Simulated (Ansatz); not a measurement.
Sb (Pm-3m, No. 221, 1 atom in the cell; start COD 9013008; another form than the element's usual one): properties by level of theory

| level (code) | lattice parameter a (Å) | cohesive energy (eV/atom) |
|---|---|---|
| PBEsol (Ansatz) | 3.062 | 3.07 |
| r²SCAN (Ansatz) | ___ | 2.48 |
| r²SCAN+rVV10 (Ansatz) | 3.073 | 2.75 |

**Question.** What belongs in the gaps?

**Answer.** 
- r²SCAN (Ansatz, a first-principles code), lattice parameter a (Å): 3.088

Caveats: the relaxation could not lower the start's symmetry, so the cell can be a saddle point above a distorted one (PBEsol, r²SCAN, r²SCAN+rVV10). Ansatz's density-functional and Hartree–Fock values are scalar-relativistic unless marked +SOC, with PAW data made under PBE.

Free atoms are spin-polarised, in the lowest state found; at levels without +SOC their spin–orbit coupling is left out.

Static lattice: no zero-point or thermal effects.
